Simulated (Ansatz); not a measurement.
This Ansatz (a first-principles code) input is the reference run, PbS in the zinc blende structure (space group F-43m, No. 216; a hypothetical phase, not in the database extracts checked), computed with PBEsol (Ansatz; PAW; 420 eV plane waves; no SOC):

Ansatz 0.2 input:
```yaml
crystal:
  lattice:
    - [0, 3.2714990622, 3.2714990622]
    - [3.2714990622, 0, 3.2714990622]
    - [3.2714990622, 3.2714990622, 0]
  atoms:
    - { symbol: S, position: [0.75, 0.75, 0.75] }
    - { symbol: Pb, position: [0, 0, 0] }
basis: { ecutwfc: 420, ecutrho_ratio: 4, xc_grid: 2, fft_grid_basis: typed }
kpoints: { mp_grid: { grid: [9, 9, 9] } }
hamiltonian:
  xc: pbesol
  dispersion: none
  pseudopotentials: { kind: paw }
scf: { occupations: { method: fermi_dirac, width: 0.05 }, convergence: { dr2_threshold: 0.0000000002 } }
output: { forces: true, stress: true }
checkpoint: { write: state.ck, write_every: 1000 }
```

Q: Write the input for this change: compressive biaxial strain of 0.67 % in the plane normal to [001], as in epitaxy on a mismatched substrate; the out-of-plane cell vector and the atoms relax.

A: 
Ansatz 0.2 input:
```yaml
crystal:
  lattice:
    - [4.5956001342, 0, 0]
    - [0, 4.5956001342, 0]
    - [2.2978000671, -2.2978000671, 3.2824585841]
  atoms:
    - { symbol: S, position: [0.25, 0.25, 0.5] }
    - { symbol: Pb, position: [0, 0, 0] }
basis: { ecutwfc: 420, ecutrho_ratio: 4, xc_grid: 2, fft_grid_basis: typed }
kpoints: { mp_grid: { grid: [9, 9, 9] } }
hamiltonian:
  xc: pbesol
  dispersion: none
  pseudopotentials: { kind: paw }
scf: { occupations: { method: fermi_dirac, width: 0.05 } }
relax: { f_tol: 0.005, max_steps: 50, cell: { stress_tol: 0.01, fix: [a, b, gamma] } }
output: { forces: true, stress: true }
checkpoint: { write: state.ck, write_every: 1000 }
```
This is the input that was run; other choices of cell and start would serve too.

Stability against distortions was not tested.
